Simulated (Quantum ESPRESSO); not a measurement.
# Equation of state of Ga (space group 64): energy against volume (Quantum ESPRESSO, PBE)

```yaml
crystal:
  lattice:
    - [2.21982, -3.76190, 0.00000]
    - [2.21982, 3.76190, 0.00000]
    - [0.00000, 0.00000, 4.44945]
  atoms:
    - { symbol: Ga, position: [0.15490, 0.84510, 0.91900] }
    - { symbol: Ga, position: [0.34510, 0.65490, 0.41900] }
    - { symbol: Ga, position: [0.65490, 0.34510, 0.58100] }
    - { symbol: Ga, position: [0.84510, 0.15490, 0.08100] }
```

Level of theory: PBE, GBRV 1.5 ultrasoft (PBE) pseudopotentials (plane waves; Quantum ESPRESSO 7.5). Settings: ecutwfc = 65 Ry; ecutrho = 325 Ry; occupations = smearing; smearing = fermi-dirac; degauss = 0.0036749 Ry; potentials = {Ga: ga_pbe_v1.4.uspp.F.UPF}; K_POINTS = automatic 9 9 8 0 0 0; conv_thr = 1e-10 Ry. The cell above is the first row's. The rows scale it uniformly. In all rows fractional positions and the k mesh are held. E is the free energy at the stated smearing, counted from the lowest row.

| V (Å^3/atom) | E (meV/atom) |
|---|---|
| 18.5781 | ? |
| 18.9819 | 15.66 |
| 19.3858 | 7.29 |
| 19.7897 | 2.19 |
| 20.1935 | 0.00 |
| 20.5974 | 0.36 |
| 21.0013 | 2.96 |
| 21.4052 | 7.51 |

The 7 complete rows are fitted with the third-order Birch-Murnaghan form, a cubic in V^(-2/3), E against V. With u = V^(-2/3) - 0.135, the rows have u = 0.005531, 0.003573, 0.001681, -0.000148, -0.001916, -0.003628, -0.005286. Least squares gives E = 0.083 + 594.3·u + 389808·u² + 2171147·u³. Residuals (row less fit): -0.002, 0.008, -0.004, -0.004, 0.000, 0.006, -0.003; standard error 0.007 (degrees of freedom: 3). Its minimum lies at u = -0.000767, so V0 = (0.134233)^(-3/2) = 20.33. There d²E/du² = 769600 and d³E/du³ = 1.303e7, so B0 = (4/9) × 20.33^(-7/3) × 769600 × 0.160218 = 48.6 GPa (the last factor turns the table's units into GPa), and B0' = 4 + (2/3) × 0.134233 × (1.303e7)/769600 = 5.5. The program's pressures in the fitted runs (not shown) pass through zero at V = 20.17, 0.82 % from this V0.

### Question
Estimate the missing E (V = 18.5781); what did the run itself give?

### Answer
u = 0.007560, so E = 0.083 + 594.3 × 0.007560 + 389808 × 0.007560² + 2171147 × 0.007560³ = 27.793 meV/atom. The calculation gives 27.69 meV/atom, 0.103 meV/atom below the prediction (0.4 % of the range of E in the table). The row lies outside the fitted rows, so this is an extrapolation. From the scatter of the fitted rows alone, a prediction at this place has a standard error of 0.024 meV/atom, so the miss is 4.4 times that.

Carrying the step between the two nearest rows on in a straight line would have given 24.03, off by 3.66; series whose last step already gives the withheld value aren't shown. The scan was laid around a cell of about the measured size, scaled by a guess for this functional; axis ratios and inner coordinates come from that cell. The runs keep the symmetry of the cell, so they don't test it for distortions. The shape of the cell and the inner coordinates aren't relaxed, so V0 and B0 belong to this uniform scaling; a relaxed crystal lies no higher in energy and is usually softer (forces reach 0.13 eV/Å in these rows). 1 of the planned runs didn't end soundly and are left out. Cutoffs and mesh are single choices, not tested for convergence of this quantity. Series with a scatter that would blur these digits, or in which a gap closes, are not shown. Nor are scans whose minimum lies at an end fitted in this form.

Terms beyond the fitted order, or numerical noise in single rows, can give a miss of this size; the table doesn't tell which.
